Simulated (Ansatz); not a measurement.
A constructed model of the (100) surface of fcc Al, a layer of Si in place of the second plane (bottom of the slab: a bare face, its two planes held)

All values below come from PBE (plane waves to 420 eV, PAW; Ansatz, a program for electronic structure).

Set-up: 6 atoms, 10.0 Å thick at the start (thin: gaps and levels are the slab's own); mesh 13x13x1; 0.1 eV smearing; dipole correction on; 2 atoms held, the rest relaxed; held to the start's symmetry, so lower structures may exist; no spin, no spin-orbit, no U. It is one candidate, not shown to be the stable structure of the face.

| Property | Value |
|---|---|
| work function of the top face | 4.26 eV |
| energy released by relaxation | 0.015 eV |
| cost | about 90 core-seconds (a rough figure) |
